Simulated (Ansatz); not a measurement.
Take AlRu in the CsCl type structure (space group Pm-3m, No. 221; relaxed with 0.1 eV smearing) as the base.

```
AlRu
1.0
    3.00482     0.00000     0.00000
    0.00000     3.00482     0.00000
    0.00000     0.00000     3.00482
Al Ru
1 1
Direct
  0.00000   0.00000   0.00000
  0.50000   0.50000   0.50000
```

Cartesian axes are those of the cell as printed.

Computed with Kohn–Sham DFT with the PBE functional, run in Ansatz (a program for electronic structure) with PAW and 420 eV plane waves, scalar-relativistic without spin-orbit coupling.

The change: the cell is scaled by 1.0298 in all directions; the atoms relax in the strained cell.

Predict the stress tensor and what it implies for the stiffness.

Stress of the strained cell less that of the base (GPa, compression positive):
```
  -14.7     0.0     0.0
    0.0   -14.7     0.0
    0.0     0.0   -14.7
```

Then B = −ΔP/(ΔV/V₀) with ΔV/V₀ = 0.0921 gives secant stiffness values (nonlinear terms included at this strain): B ≈ 159 GPa.

As a check, the harmonic strain energy −½ V₀ Δσ:ε is 56 meV/atom; the computed energy rise is 62 meV/atom.

No phonon test of stability was made. All final runs are without spin polarisation.
